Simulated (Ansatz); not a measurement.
Surface energy of faces of monoclinic ZrO2 in PBE and in r2SCAN, in Ansatz (plane waves, PAW). Symmetric slabs relaxed with PBE from ideal cuts in 1x1 cells (the lowest computed cut and spin start of each face; real faces may reconstruct in larger cells); r2SCAN values are single points on them, with the bulk at the same level. No spin-orbit coupling, no U.

```json
[
 {"face": "(001)", "PBE (J/m²)": "1.25", "r2SCAN (J/m²)": "1.60"},
 {"face": "(010)", "PBE (J/m²)": "2.19", "r2SCAN (J/m²)": "2.54"},
 {"face": "(011)", "PBE (J/m²)": "1.30", "r2SCAN (J/m²)": "1.56"},
 {"face": "(10-1)", "PBE (J/m²)": "1.22", "r2SCAN (J/m²)": "1.49"},
 {"face": "(100)", "PBE (J/m²)": "1.41", "r2SCAN (J/m²)": "1.70"},
 {"face": "(101) (2 O–Zr bonds broke)", "PBE (J/m²)": "1.36", "r2SCAN (J/m²)": "1.68"},
 {"face": "(11-1)", "PBE (J/m²)": "0.92", "r2SCAN (J/m²)": "1.18"},
 {"face": "(110)", "PBE (J/m²)": "1.18", "r2SCAN (J/m²)": "?"}
]
```

Task: Fit a straight line y = a·x + b by least squares to the 7 complete rows (x: PBE (J/m²); y: r2SCAN (J/m²)).

Result: the means are x̄ = 1.3786 and ȳ = 1.6786; Σ(x − x̄)² = 0.91789 and Σ(x − x̄)(y − ȳ) = 0.97759, so a = 1.065 and b = ȳ − a·x̄ = 0.210. The largest residual is 0.058.

Task: What does the line predict for the withheld row, (110), and what did the calculation give?

Result: the line gives 1.47; the calculation gave 1.44, a miss of -0.03, of the size of the fitted rows' scatter and rounding.

Ansatz is a first-principles code.
